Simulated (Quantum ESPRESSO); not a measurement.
Worked example: self-consistent single point of KCaHfBiO6 (F-43m, 10 atoms in the cell) in Quantum ESPRESSO.

Method: PBEsol, PseudoDojo standard norm-conserving (PBESOL) pseudopotentials (plane waves; Quantum ESPRESSO).

```
CELL_PARAMETERS angstrom
      0.00000     4.16327     4.16327
      4.16327     0.00000     4.16327
      4.16327     4.16327     0.00000
ATOMIC_POSITIONS crystal
  K  0.25000 0.25000 0.25000
  Ca 0.75000 0.75000 0.75000
  Hf 0.50000 0.50000 0.50000
  Bi 0.00000 0.00000 0.00000
  O  0.74738 0.25262 0.25262
  O  0.74738 0.25262 0.74738
  O  0.25262 0.74738 0.74738
  O  0.25262 0.74738 0.25262
  O  0.74738 0.74738 0.25262
  O  0.25262 0.25262 0.74738
```

Reference input (self-consistent single point, DFT, PBEsol, plane waves, PseudoDojo standard norm-conserving (PBESOL) pseudopotentials): ecutwfc = 85 Ry; occupations = fixed; potentials = {K: K.upf, Ca: Ca.upf, Hf: Hf.upf, Bi: Bi.upf, O: O.upf}; K_POINTS = automatic 5 5 5 0 0 0; nbnd = 49; conv_thr = 1e-09 Ry; mixing_beta = 0.7. This run's input differs from it in these lines:

```diff
@@ -38,3 +38,3 @@
 K_POINTS {automatic}
-5 5 5  0 0 0
+4 4 4  0 0 0
 CELL_PARAMETERS {angstrom}
```

Log, with long lists cut:

```
     Self-consistent Calculation

     iteration #  1     ecut=    85.00 Ry     beta= 0.70

     total energy              =    -610.56059080 Ry
     estimated scf accuracy    <       2.61900526 Ry

     iteration #  2     ecut=    85.00 Ry     beta= 0.70

     total energy              =    -611.08276560 Ry
     estimated scf accuracy    <       4.01816893 Ry

     iteration #  3     ecut=    85.00 Ry     beta= 0.70

     total energy              =    -611.85003343 Ry
     estimated scf accuracy    <       0.02801975 Ry

   [... 7 blocks of this kind left out ...]

     iteration # 11     ecut=    85.00 Ry     beta= 0.70

     total energy              =    -611.87510976 Ry
     estimated scf accuracy    <          6.4E-09 Ry

     iteration # 12     ecut=    85.00 Ry     beta= 0.70
     End of self-consistent calculation

     highest occupied, lowest unoccupied level (ev):     7.7273    8.9667

!    total energy              =    -611.87510976 Ry
     estimated scf accuracy    <          2.0E-11 Ry

     convergence has been achieved in  12 iterations

     Forces acting on atoms (cartesian axes, Ry/au):

     atom    1 type  1   force =     0.00000000    0.00000000    0.00000000
     atom    2 type  2   force =     0.00000000    0.00000000    0.00000000
     atom    3 type  3   force =     0.00000000    0.00000000    0.00000000
     atom    4 type  4   force =     0.00000000   -0.00000000   -0.00000000
     atom    5 type  5   force =    -0.00584871   -0.00000000    0.00000000
     atom    6 type  5   force =     0.00000000    0.00584871    0.00000000
   [... lines left out ...]

     Total force =     0.014326     Total SCF correction =     0.000001

          total   stress  (Ry/bohr**3)                   (kbar)     P=      -58.32
  -0.00039645   0.00000000   0.00000000          -58.32        0.00        0.00
   0.00000000  -0.00039645   0.00000000            0.00      -58.32        0.00
   0.00000000   0.00000000  -0.00039645            0.00        0.00      -58.32

   JOB DONE.
```

The run converged in 12 iterations. Against the reference run the free energy is nearly the same (within 1 meV/atom), the pressure hardly changes (-5.82 to -5.83 GPa), the largest force hardly changes (0.147 to 0.150 eV/Å) and the gap on the mesh goes from 1.261 to 1.239 eV.

The starting cell comes from a database of computed structures (which also holds hypothetical and non-ambient phases and stackings), without a prior relaxation at this level. Spin-orbit coupling is off. With a pressure of about -6 GPa the cell is away from its equilibrium volume at this level.

Cost on one core of a shared machine: roughly 3 min.
